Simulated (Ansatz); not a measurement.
## Input and output of a self-consistent single point for ZrSi2 (Cmcm, 6 atoms in the cell) (Ansatz)

Level of theory: PBE (plane waves, PAW; Ansatz, an electronic-structure program).

Input:

Ansatz 0.2 input:
```yaml
# ZrSi2
crystal:
  lattice:
    - [1.841740, -7.435570, 0.000000]
    - [1.841740, 7.435570, 0.000000]
    - [0.000000, 0.000000, 3.673250]
  atoms:
    - { symbol: Zr, position: [0.894090, 0.105910, 0.750000] }
    - { symbol: Zr, position: [0.105910, 0.894090, 0.250000] }
    - { symbol: Si, position: [0.448540, 0.551460, 0.250000] }
    - { symbol: Si, position: [0.551460, 0.448540, 0.750000] }
    - { symbol: Si, position: [0.250250, 0.749750, 0.750000] }
    - { symbol: Si, position: [0.749750, 0.250250, 0.250000] }
kpoints:
  mp_grid:
    grid: [8, 8, 7]
hamiltonian:
  xc: pbe
  pseudopotentials:
    kind: paw
scf:
  occupations:
    method: cold
    width: 0.136 eV
output:
  forces: true
  eigenvalues: true
  stress: true
```

Log, with long lists cut:

```
WARN basis.ecutwfc = 420 eV, the default
WARN ansatz: RAYON_NUM_THREADS=1 ignored (pool sized by the plan → 1); use --threads N
basis.fft_grid_basis auto: the FFT boxes are laid along the combinations [[1, 1, 0], [0, 1, 0], [0, 0, 1]] of the cell's own vectors, 3.683, 7.660 and 3.673 Å …
Pseudopotentials: kind: paw
Pseudopotential: Zr, paw, valence charge 12
Pseudopotential: Si, paw, valence charge 4
Crystal: 6 atoms, lattice volume = 100.606 Å³
Basis set: ecut = 420 eV, 1975 PW (Γ), FFT grids on a1+a2, a2, a3, exchange–correlation on 50×108×50 points (8 copies of the dense FFT grid, shifted against one another)
Bands: 26, of which v1, the nominal top of the filled ones, is band 20 counted from 1 (19 counted from 0)
Symmetry: 8 space group operations
Space group: Cmcm (ITA 63), of the structure as read, at distance tolerance 4.7e-5 Å
k-points: 84 of 448
Initial density: superposition of atomic densities (neutral atoms: chi_scale 0, normalization atom), corrected by the library's trained network
Initial wavefunctions: pseudopotential atomic-orbital guess
Eigensolver: davidson
Functional: x = pbe(κ = 0.804, μ = 0.2195149727645171), c = pbe(β = 0.06672455060314922)
SCF iter   1: F=—  HF=-10914.888718 eV  |F-HF|=—  |Δ(HF+E_count)|=         —  Δρ=2.82e-3  dr2=7.60e-3  ethr=1.77e-3  ⟨swp⟩=6.0  Hψ=10862  notcnv=0
all-band conjugate gradients solve this SCF's bands
preconditioner: auto → Kerker (q_TF=auto, 2.340 Å⁻¹)
SCF iter   2: F=—  HF=-10914.888933 eV  |F-HF|=—  |Δ(HF+E_count)|=   2.15e-4  S|Δr|=    0.00e0  Δρ=1.50e-3  dr2=1.78e-3  ethr=1.90e-5  ⟨swp⟩=2.0  Hψ=3823  notcnv=0
SCF iter   3: F=—  HF=-10914.889435 eV  |F-HF|=—  |Δ(HF+E_count)|=   5.02e-4  S|Δr|=    0.00e0  Δρ=3.10e-4  dr2=9.17e-5  ethr=4.44e-6  ⟨swp⟩=2.4  Hψ=3084  notcnv=0
SCF iter   4: F=—  HF=-10914.889434 eV  |F-HF|=—  |Δ(HF+E_count)|=   5.46e-7  S|Δr|=    0.00e0  Δρ=4.86e-5  dr2=5.64e-6  ethr=2.29e-7  ⟨swp⟩=2.5  Hψ=3526  notcnv=0
SCF iter   5: F=—  HF=-10914.889433 eV  |F-HF|=—  |Δ(HF+E_count)|=   7.34e-7  S|Δr|=    0.00e0  Δρ=1.57e-5  dr2=3.49e-7  ethr=1.41e-8  ⟨swp⟩=2.2  Hψ=2836  notcnv=0
SCF iter   6: F=-10914.889433 eV  HF=-10914.889433 eV  |F-HF|=5.14e-9  |Δ(HF+E_count)|=   3.13e-9  S|Δr|=    0.00e0  Δρ=2.49e-6  dr2=1.19e-8  ethr=2.50e-10  ⟨swp⟩=8.1  Hψ=9402  notcnv=0
SCF 1 converged in 6 iterations: F = -10914.889433 eV  dr2 = 1.19e-8
SCF converged after 6 iterations
Stability not checked (fill_not_monotonic)
Free energy (F): -10914.889433 eV
Harris-Foulkes:  -10914.889433 eV  (|F-HF|=5.14e-9)
Internal energy: -10914.887044 eV  (E = F + TS)
E sigma→0 (E₀):  -10914.888637 eV
Entropy (-TS):   -0.002389 eV (-0.398 meV/atom)
Fermi energy:    12.618635 eV
--- Per-component energies (eV) ---
  E_band       = -126.278793
  E_kinetic    = 836.146749
  E_local      = -1528.734797  (includes V_loc(G=0)·N_el)
  E_nonlocal   = 261.507526
  E_hartree    = 525.852889
  E_xc         = -549.904696
  E_vxc        = -576.864253  (∫ρ·V_xc dr)
  E_paw        = -7958.633698  (= ΣΔE_a)
  E_vpaw       = -170.038140  (= ΣTr[D̂ρ^β])
  E_aug_tail   = 0.000074  (compensation charges beyond the density's cutoff)
  E_ewald      = -2501.121090
  E_smearing   = -0.002389  (= −TS)
  E_closure    = 0.000000  (closes the sum)
  Σ components = -10914.889433   (vs F -10914.889433, Δ=0.00e0)
--- Forces (eV/Å), atoms counted from 1 ---
  atom   1  Zr    -0.00000000    -0.03499493    -0.00000000
  atom   2  Zr     0.00000000     0.03499493     0.00000000
  atom   3  Si     0.00000000     0.19811773     0.00000000
  atom   4  Si    -0.00000000    -0.19811773    -0.00000000
  atom   5  Si     0.00000000     0.01152868     0.00000000
  atom   6  Si    -0.00000000    -0.01152868    -0.00000000
  max |Σ_I F_I| component: 2.60e-17 eV/Å
--- Stress (GPa, compression-positive) ---
        0.665062      -0.000000       0.000000
       -0.000000       0.303548       0.000000
        0.000000       0.000000       0.933864
  P = ⅓ Tr σ = 0.6342 GPa (6.342 kbar)
  The stress holds the Pulay correction. Without it, at fixed plane waves, as pw.x and ABINIT print it: P = 0.6057 GPa
--- Band table (eV; the first three rows and the last of 84) ---
  k-point 0: bands = ["-36.1634", "-36.1525", "-14.3958", "-14.2481", "-14.2418", "-14.2282", "-14.1976", "-14.1635", "0.4621", "2.0872", "4.8321", "9.0504", "9.5201", "9.6521", "9.9095", "10.1526", "10.2144", "10.2784", "10.2787", "12.5140", [...]
  k-point 1: bands = ["-36.1611", "-36.1512", "-14.3861", "-14.2571", "-14.2438", "-14.2258", "-14.2181", "-14.1976", "0.7052", "2.2612", "5.0735", "7.7953", "8.1890", "9.8138", "10.0485", "10.2285", "10.3080", "10.4709", "11.1323", "12.8763", [...]
  k-point 2: bands = ["-36.1554", "-36.1486", "-14.3674", "-14.3188", "-14.2664", "-14.2393", "-14.2336", "-14.2211", "1.4124", "2.7815", "5.3768", "6.1791", "6.6432", "9.6943", "10.2304", "10.3465", "10.4431", "10.6177", "12.0350", "12.1871", [...]
  k-point 83: bands = ["-36.1499", "-36.1476", "-14.3828", "-14.3796", "-14.2756", "-14.2584", "-14.2238", "-14.2188", "2.9604", "2.9861", "4.3429", "4.3649", "8.3185", "9.1301", "9.5753", "10.0761", "10.4033", "10.7247", "11.2559", "12.1670", [...]
```

The run converged in 6 iterations.

The starting cell comes from a database of computed structures (which also holds hypothetical and non-ambient phases and stackings), without a prior relaxation at this level. Ansatz's pressure includes its estimate of the finite-basis (Pulay) stress.
